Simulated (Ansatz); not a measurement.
The starting structures come from a database of crystals and need not be the phases stable at ambient conditions.

By PBEsol, the system below comes out a metal.

Data:

```
CELL_PARAMETERS angstrom
      5.69896     0.00000     0.00000
     -2.84948     6.03441     0.00000
      2.84948     0.00000     1.65554
ATOMIC_POSITIONS crystal
  Ta 0.07580 0.00000 0.00000
  S  0.61226 0.74034 0.00000
  S  0.87193 0.25966 0.00000
```

Space group of this cell: Fmm2. The cell was relaxed by PBE-D3(BJ); by PBEsol its mean pressure is -1.0 GPa.

The current flows along the normal of the first two printed cell vectors. No spin-orbit coupling; the value is a mean over 0.1 eV about the Fermi level.

Problem. Estimate the ballistic conductance per area that PBEsol (Ansatz, a program for electronic structure) returns for this system.

Solution. 0.54 × 10¹⁵ S/m² for both spins.
